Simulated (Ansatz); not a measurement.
## TaRh₃ (Pm-3m): resistivity and electron-phonon coupling

Input:

```yaml
crystal:
  lattice:
    - [3.84588, 0.00000, 0.00000]
    - [0.00000, 3.84588, 0.00000]
    - [0.00000, 0.00000, 3.84588]
  atoms:
    - { symbol: Ta, position: [0.00000, 0.00000, 0.00000] }
    - { symbol: Rh, position: [0.00000, 0.50000, 0.50000] }
    - { symbol: Rh, position: [0.50000, 0.00000, 0.50000] }
    - { symbol: Rh, position: [0.50000, 0.50000, 0.00000] }
```

Computed with PBEsol, DFPT electron-phonon coupling, linearised Boltzmann equation (plane waves, PAW, scalar-relativistic; Ansatz, an electronic-structure program). How the cell was made: relaxed with this functional, without spin-orbit coupling.

The resistivity at 300 K is 8.1 μΩ·cm and the resistivity at 77 K is 0.83 μΩ·cm. The electron mean free path at 300 K (weighted by the current that each state carries) is 14.0 nm, the electron-phonon coupling λ is 0.22 and the transport coupling λ_tr is 0.23. The logarithmic mean phonon energy comes out as 21 meV, the density of states at the Fermi level is 0.98 states/(eV·spin·cell) and the drude plasma energy is 5.6 eV. The Hall coefficient at 300 K is 36 ×10⁻¹¹ m³/C and the Tc for μ* = 0.10 (anisotropic Eliashberg) comes out as below 1 K. The Tc for μ* = 0.13 (anisotropic Eliashberg) is below 1 K.

A metal at this level (no band gap). Only scattering by harmonic phonons is included (no impurities, grain boundaries, electron-electron scattering or thermal expansion). Spin-orbit coupling is left out, which matters with elements this heavy. The run warned that the eigensolver left some states short of its tolerance. Halving the electron mesh (24x24x24) moves the resistivity by up to 4 % at 300 K, the mean free path by up to 1 %, the coupling by up to 2 %. Smearing 0.20 eV; phonons on a 4x4x4 q mesh, which this run doesn't test and which matters most at low temperature. Tc comes from the anisotropic Migdal-Eliashberg equations with μ*, a chosen number, referred to 23 meV.

Formula and space group known from diffraction (Crystallography Open Database), not checked to be the room-temperature form: TaRh3 (Pm-3m).
